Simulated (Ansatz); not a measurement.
The starting structures come from a database of crystals and need not be the phases stable at ambient conditions.

Input:

```xyz
12
Lattice="5.2265 0.0000 0.0000 0.0000 8.4647 0.0000 2.5317 0.0000 4.5270" Properties=species:S:1:pos:R:3 pbc="T T T"
Si     4.9605     7.9466     2.8177
Si     2.7977     3.7142     1.7093
Si     2.3747     0.5382     1.3087
Si     5.3835     4.7705     3.2182
O      4.8377     0.2255     4.2492
O      2.9205     4.4579     0.2778
O      6.2045     0.1036     1.9956
O      1.5537     4.3360     2.5314
O      4.1646     3.9370     2.5519
O      3.5936     8.1694     1.9751
O      2.5901     2.1258     1.5098
O      5.1681     6.3582     3.0171
```

The cell is taken as given; by r2SCAN it stands under a pressure of -3.7 GPa.

Transport runs along the normal of the first two printed cell vectors.

No gap correction and no spin-orbit coupling; mid-gap is the computed energy nearest the middle.

Q: Compute, with Ansatz (a first-principles code) with r2SCAN, the band gap and the smallest decay constant κ at mid-gap.

A: Gap 6.01 eV on a 8×4×8 mesh; κ = 0.518 1/Å, at the zone centre.
